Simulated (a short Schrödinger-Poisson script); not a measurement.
**MOS inversion layer, SiO2 on p-type Si(100)**

Stack: MOS inversion layer, SiO2 on p-type Si(100), at 300 K.

```csv
layer,material,thickness (nm),Na (cm⁻³)
1,SiO2,1.3,-
2,Si,340,1.6e18
```

Constants are typed, rounded textbook-type inputs, not results; the design itself was drawn at random and stands for no fabricated device. SiO2: permittivity 3.9, conduction-band edge (eV) 3.15, gap (eV) 9, electron mass (mₑ) 0.5. Si: permittivity 11.7, conduction-band edge (eV) 0, gap (eV) 1.124, Nv at 300 K (cm⁻³) 3.1e19.

Channel valleys (confinement mass, in-plane density-of-states mass, number): Δ2 0.916, 0.19, 2; Δ4 0.19, 0.417, 4. At the gate the conduction-band edge of layer 1 lies 3.59 eV − eVg above the Fermi level of the channel; the field vanishes at the back. Gaps are held at their typed values at every temperature. Mesh 0.03 nm at interfaces.

From a short Schrödinger-Poisson script (our own, NumPy): 1D Poisson equation in equilibrium, electrons quantum, Hartree (BenDaniel-Duke, 12 states a valley, the channel's in-plane mass for all, wave functions ending at the dielectric), parabolic valleys, classical holes, full ionisation, no traps, pinning or gate leakage.

```
Vg (V)  electrons (cm⁻²)  C (μF/cm²)  Δ2 E0 (meV)  Δ2 E1 (meV)  Δ4 E0 (meV)  Δ4 E1 (meV)
------  ----------------  ----------  -----------  -----------  -----------  -----------
0.5               2.31e7       0.347        317.2        408.6        401.5        548.4
0.6               5.54e8       0.335        234.5        329.4        322.0        475.1
0.7              1.33e10       0.376        151.8        249.9        242.3        401.2
0.8              2.08e11       0.911         79.9        181.3        173.6        337.3
0.9              9.11e11        1.53         39.5        144.4        136.9        303.7
1                1.91e12        1.76         17.3        125.8        118.6        287.5
1.1              3.03e12        1.87          1.9        114.0        107.2        277.7
1.2              4.20e12        1.94        -10.3        105.3         98.9        270.8
1.3              5.42e12        1.98        -20.8         98.3         92.2        265.4
1.4              6.65e12        2.01        -30.2         92.4         86.6        261.0
```

Gate voltages with under 1e6 electrons/cm² are left out.

Subbands count from the Fermi level.
